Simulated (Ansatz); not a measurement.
Ansatz (a program for electronic structure) run on Al₂Ru (C2, 6 atoms in the cell): self-consistent single point.

Computed with LDA (PW92), default PAW files made with PBE (plane waves; Ansatz).

The change in words: lattice scaled by 0.98; basis.ecutwfc: 420 eV → 735 eV. Reference geometry:
```
CELL_PARAMETERS angstrom
      0.00000     4.00978     4.41348
      2.36424     0.00000     4.41348
      2.36424     4.00978     0.00000
ATOMIC_POSITIONS crystal
  Al 0.07906 0.42094 0.07906
  Al 0.42094 0.07906 0.42094
  Al 0.17094 0.82906 0.17094
  Al 0.82906 0.17094 0.82906
  Ru 0.75566 0.75566 0.74434
  Ru 0.50000 0.50000 0.50000
```

Reference input (self-consistent single point, DFT, LDA (PW92), plane waves, default PAW files made with PBE): basis.ecutwfc = 420 eV; kpoints.mp_grid.grid = 5 5 5; hamiltonian.xc = lda; hamiltonian.pseudopotentials = {kind: paw} (the program's default PAW files); scf.occupations.method = fermi_dirac; scf.occupations.width = 0.1 eV. This run's input differs from it in these lines:

Ansatz 0.2 input:
```diff
@@ -3,5 +3,5 @@
   lattice:
-    - [0.00000000, 4.00978400, 4.41348300]
-    - [2.36423700, 0.00000000, 4.41348300]
-    - [2.36423700, 4.00978400, 0.00000000]
+    - [0.00000000, 3.92958800, 4.32521300]
+    - [2.31695200, 0.00000000, 4.32521300]
+    - [2.31695200, 3.92958800, 0.00000000]
   atoms:
@@ -14,3 +14,3 @@
 basis:
-  ecutwfc: 420.0
+  ecutwfc: 735.0
 kpoints:
```

The program printed (abridged):

```
SCF iter   1: F=—  HF=-13572.307723 eV  |F-HF|=—  |Δ(HF+E_count)|=         —  Δρ=6.20e-3  dr2=2.13e-2  ethr=1.77e-3  ⟨swp⟩=6.8  Hψ=5149  notcnv=0
all-band conjugate gradients solve this SCF's bands
preconditioner: auto → none
SCF iter   2: F=—  HF=-13572.304465 eV  |F-HF|=—  |Δ(HF+E_count)|=   3.26e-3  Δρ=2.57e-3  dr2=2.03e-3  ethr=4.84e-5  ⟨swp⟩=2.1  Hψ=2057  notcnv=0
SCF iter   3: F=—  HF=-13572.304235 eV  |F-HF|=—  |Δ(HF+E_count)|=   2.30e-4  Δρ=5.24e-4  dr2=8.89e-5  ethr=4.62e-6  ⟨swp⟩=1.4  Hψ=1410  notcnv=0
SCF iter   4: F=—  HF=-13572.304263 eV  |F-HF|=—  |Δ(HF+E_count)|=   2.86e-5  Δρ=1.22e-4  dr2=2.86e-5  ethr=2.02e-7  ⟨swp⟩=2.0  Hψ=1769  notcnv=0
SCF iter   5: F=—  HF=-13572.304255 eV  |F-HF|=—  |Δ(HF+E_count)|=   7.95e-6  Δρ=3.58e-5  dr2=8.05e-7  ethr=6.49e-8  ⟨swp⟩=2.0  Hψ=1614  notcnv=0
SCF iter   6: F=-13572.304255 eV  HF=-13572.304255 eV  |F-HF|=1.02e-8  |Δ(HF+E_count)|=   7.33e-8  Δρ=6.82e-6  dr2=2.53e-8  ethr=2.27e-10  ⟨swp⟩=5.5  Hψ=4797  notcnv=0
SCF 1 converged in 6 iterations: F = -13572.304255 eV  dr2 = 2.53e-8
Free energy (F): -13572.304255 eV
Internal energy: -13572.297217 eV  (E = F + TS)
E sigma→0 (E₀):  -13572.300736 eV
Entropy (-TS):   -0.007038 eV (-1.173 meV/atom)
Fermi energy:    14.640187 eV
--- Forces (eV/Å), atoms counted from 1 ---
  atom   1  Al    -0.01901589     0.00105584     0.06094405
  atom   2  Al     0.01901589    -0.00105584     0.06094405
  atom   3  Al    -0.11623059    -0.01045073     0.23589667
  atom   4  Al     0.11623059     0.01045073     0.23589667
  atom   5  Ru     0.00000000    -0.00000000    -0.86736707
  atom   6  Ru    -0.00000000     0.00000000     0.27385155
--- Stress (GPa, compression-positive) ---
        3.858468       0.011875      -0.000000
        0.011875       3.829568       0.000000
       -0.000000       0.000000       4.361909
  P = ⅓ Tr σ = 4.0166 GPa (40.166 kbar)
  The stress holds the Pulay correction. Without it, at fixed plane waves, as pw.x and ABINIT print it: P = 4.0136 GPa
```

The run converged in 6 iterations. Against the reference run the free energy drops by 10.1 meV/atom, the pressure goes from -7.05 to 4.02 GPa and the largest force goes from 0.709 to 0.867 eV/Å.

The starting cell comes from a database of computed structures (which also holds hypothetical and non-ambient phases and stackings), without a prior relaxation at this level. Its lattice was rescaled by up to half a per cent. One atom was moved a little off its site on purpose. For this run, on top of that: lattice scaled by 0.98. Spin polarisation is off. Ansatz's pressure includes its estimate of the finite-basis (Pulay) stress.
